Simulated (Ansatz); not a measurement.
We consider YAu₂ (I4/mmm, No. 139; cell taken from a computed entry), described by PBEsol in Ansatz (PAW).

Numerical settings: plane-wave cutoff 520 eV, 20×20×20 k mesh, Fermi–Dirac smearing 0.05 eV, scalar-relativistic PAW data made under PBE.

Computed at the level's own relaxed cell.

Q: What does this level give for the lattice constant a, lattice parameter c and bulk modulus?

A: 
- lattice constant a: 3.681 Å
- lattice parameter c: 8.944 Å
- bulk modulus: 114 GPa

The run finds no gap.

Note: the relaxation could not lower the start's symmetry, so the cell can be a saddle point above a distorted one; the bulk modulus is −V dP/dV from two relaxed cells at ±2 % in volume.

Spin–orbit coupling is not included; it can shift volumes and moduli of such heavy elements.

The computed numbers hold no vibrational or temperature effects.

Ansatz is a quantum-chemistry and plane-wave program.
